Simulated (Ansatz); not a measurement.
# How the equilibrium lattice constant a of InAs (model structure, started from the BN type, Pm-3n, No. 223, 12 atoms in the cell) moves with the method

No measured value is used here.

```csv
level (code),value (Å)
LDA (Ansatz),[?]
PBE (Ansatz),7.618
PBE-D3(BJ) (Ansatz),7.546
r²SCAN (Ansatz),7.525
r²SCAN+rVV10 (Ansatz),7.496
```

**Question.** Complete the blanks.

**Answer.** 
- LDA (Ansatz, a first-principles code), value (Å): 7.428

Cutoffs differ between the levels. Ansatz's density-functional and Hartree–Fock values are scalar-relativistic unless marked +SOC, with PAW data made under PBE.

A model structure was made by putting elements into a prototype or built by hand; it is no filed structure, need not be a known phase, and can be a saddle point held by its symmetry.
